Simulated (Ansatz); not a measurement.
P (model structure, started from the lonsdaleite type, P6₃/mmc, No. 194, 4 atoms in the cell) was calculated with PBEsol in Ansatz (PAW).

Input file:

Ansatz 0.2 input:
```yaml
crystal:
  lattice:
    - [3.2144235456, -0.0000002649, 0.0]
    - [-1.6072115433, 2.7837725814, 0.0]
    - [0.0, 0.0, 11.3900125125]
  atoms:
    - { symbol: P, position: [0.3333333333, 0.6666666667, 0.0543285907] }
    - { symbol: P, position: [0.6666666667, 0.3333333333, 0.5543285907] }
    - { symbol: P, position: [0.6666666667, 0.3333333333, 0.9456714093] }
    - { symbol: P, position: [0.3333333333, 0.6666666667, 0.4456714093] }
basis:
  ecutwfc: 520
  ecutrho_ratio: 4
  xc_grid: 2
kpoints:
  mp_grid: { grid: [18, 18, 10] }
hamiltonian:
  xc: pbesol
  dispersion: none
  pseudopotentials: { kind: paw }
scf:
  occupations: { method: fermi_dirac, width: 0.05 }
output:
  forces: true
  stress: true
  eigenvalues: true
relax:
  f_tol: 0.004
  escape_saddle: false
  max_steps: 80
  cell: { stress_tol: 0.02, fix: [volume] }
```

Excerpt of the program's output:

```
Relaxation: its limit of steps is 80 (relax.max_steps)
Crystal: 4 atoms, lattice volume = 101.920 Å³
Basis set: ecut = 520 eV, 2701 PW (Γ), exchange–correlation on 48×48×180 points (8 copies of the dense FFT grid, shifted against one another)
Bands: 14, of which v1, the nominal top of the filled ones, is band 10 counted from 1 (9 counted from 0)
Symmetry: 24 space group operations
Space group: P63/mmc (ITA 194), of the structure as read, at distance tolerance 4.7e-5 Å
k-points: 222 of 3240
Functional: x = pbesol(κ = 0.804, μ = 0.12345679012345678), c = pbesol(β = 0.046)
SCF iter   1: F=—  HF=-2959.887898 eV  |F-HF|=—  |Δ(HF+E_count)|=         —  Δρ=3.99e-3  dr2=1.77e-2
SCF iter   2: F=—  HF=-2959.886464 eV  |F-HF|=—  |Δ(HF+E_count)|=   1.43e-3  Δρ=1.60e-3  dr2=2.65e-3
  ...
SCF 1 converged in 6 iterations: F = -2959.887601 eV  dr2 = 1.30e-8
Crystal: 4 atoms, lattice volume = 101.920 Å³
Initial density: handed on by an earlier stage of this run
SCF 2 converged in 4 iterations: F = -2959.893601 eV  dr2 = 1.10e-7
Crystal: 4 atoms, lattice volume = 101.920 Å³
Basis set: ecut = 520 eV, 2717 PW (Γ), exchange–correlation on 48×48×180 points (8 copies of the dense FFT grid, shifted against one another)
SCF 3 converged in 4 iterations: F = -2959.895003 eV  dr2 = 4.93e-8
Crystal: 4 atoms, lattice volume = 101.920 Å³
SCF 4 converged in 4 iterations: F = -2959.895012 eV  dr2 = 1.53e-9
Crystal: 4 atoms, lattice volume = 101.920 Å³
SCF 5 converged in 4 iterations: F = -2959.895031 eV  dr2 = 3.14e-10
Crystal: 4 atoms, lattice volume = 101.920 Å³
Basis set: ecut = 520 eV, 2717 PW (Γ), exchange–correlation on 50×50×180 points (8 copies of the dense FFT grid, shifted against one another)
SCF iter   3: F=—  HF=-2959.895036 eV  |F-HF|=—  |Δ(HF+E_count)|=   9.78e-9  Δρ=4.15e-7  dr2=1.41e-10
SCF iter   4: F=-2959.895036 eV  HF=-2959.895036 eV  |F-HF|=0.00e0  |Δ(HF+E_count)|=  9.60e-11  Δρ=9.76e-8  dr2=4.91e-12
SCF 6 converged in 4 iterations: F = -2959.895036 eV  dr2 = 4.91e-12
SCF converged after 4 iterations
Free energy (F): -2959.895036 eV
Internal energy: -2959.895035 eV  (E = F + TS)
E sigma→0 (E₀):  -2959.895035 eV
Fermi energy:    4.117082 eV
--- Forces (eV/Å), atoms counted from 1 ---
  atom   1  P      0.00000000    -0.00000000     0.00001544
  atom   2  P     -0.00000000     0.00000000     0.00001544
  atom   3  P     -0.00000000     0.00000000    -0.00001544
  atom   4  P      0.00000000    -0.00000000    -0.00001544
--- Stress (GPa, compression-positive) ---
        0.066786      -0.000000      -0.000000
       -0.000000       0.066786      -0.000000
       -0.000000      -0.000000       0.065780
  P = ⅓ Tr σ = 0.0665 GPa (0.665 kbar)
```

The PAW data were made under PBE.

Note: the relaxation could raise the start's symmetry but not lower it, so the cell can be a saddle point.

It cost roughly 2.1 core-minutes of CPU time.

A model structure was made by putting elements into a prototype or built by hand; it is no filed structure, need not be a known phase, and can be a saddle point held by its symmetry.

Ansatz is a program for electronic structure.
